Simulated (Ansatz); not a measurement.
Structures of equal composition on the (0001) surface of hcp Ti: a layer of Ag in place of the second plane; a layer of Ag in place of the third plane. The slabs share one bottom face, and each structure is named by its start. These are constructed structures in small cells; real faces may alloy, dewet or reconstruct in larger ones, and not all known structures of the face are among them. Slabs of about 12 Å with all that they carry, Fermi-Dirac smearing of 0.1 eV. Bottom of the slabs: a bare face, its two planes held. Relaxed from the named starts with such symmetry as they have, on meshes of like density; energies extrapolated to zero smearing; no spin-orbit coupling, no U. Spin-polarised runs, if any, are marked in brackets, and their order is one that fits the cell; the others ran without spin.

Method: PBE (plane waves to 420 eV, PAW; Ansatz, an electronic-structure program).

**Question.** Put the candidates in order of energy per 1x1 cell, lowest first, for PBE.

**Answer.** a layer of Ag in place of the third plane (0.000 eV), a layer of Ag in place of the second plane (0.255 eV)
